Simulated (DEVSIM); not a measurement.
Structure: Cr/Al2O3/p-In0.53Ga0.47As capacitor, at 300 K.

```
layer (left to right)        material  thickness (nm)  Na (cm⁻³)
---------------------  --------------  --------------  ---------
1                               Al2O3            2.80          -
2                      In0.53Ga0.47As            5000     1.3e16
```

Metal gate on the left, work function 4.5 eV. Fixed charge at the semiconductor interface -1.7e11 cm⁻² (in units of +e); interface traps 2.8e10 cm⁻² eV⁻¹, uniform in energy, neutral level at 0.5 of the gap above the valence band.

This is a model device: material constants are rounded textbook-type values typed into the input, and sizes, dopings and lifetimes were drawn at random. Values at 300 K.

```csv
parameter,Al2O3,In0.53Ga0.47As
gap (eV),6.8,0.74
affinity (eV),1.35,4.51
permittivity,9,13.9
Nc (cm⁻³),-,2.1e17
Nv (cm⁻³),-,7.7e18
```

Simulated with DEVSIM: 1D Poisson equation in equilibrium, Boltzmann statistics, complete ionisation; no quantum confinement or tunnelling. Metal contacts follow the ideal Schottky-Mott rule: no Fermi-level pinning, no interface dipoles.

The interface trap density was swept, all else fixed.

| interface trap density (cm^-2 eV^-1) | flat-band voltage (V) | minimum of the low-frequency capacitance (μF/cm²) | threshold voltage (band bending 2φF) (V) |
|---|---|---|---|
| 0 | -0.58 | 0.0581 | -0.05 |
| 1e10 | -0.58 | 0.0596 | -0.05 |
| 2.8e10 | -0.58 | 0.0624 | -0.05 |
| 1e11 | -0.58 | 0.0734 | -0.05 |
| 3e11 | -0.58 | 0.104 | -0.05 |
| 1e12 | -0.59 | ? | ? |
| 2e12 | -0.60 | 0.335 | -0.02 |

Task: Fill in the missing entries.

Result: 
- 1e12, minimum of the low-frequency capacitance (μF/cm²): 0.204
- 1e12, threshold voltage (band bending 2φF) (V): -0.04
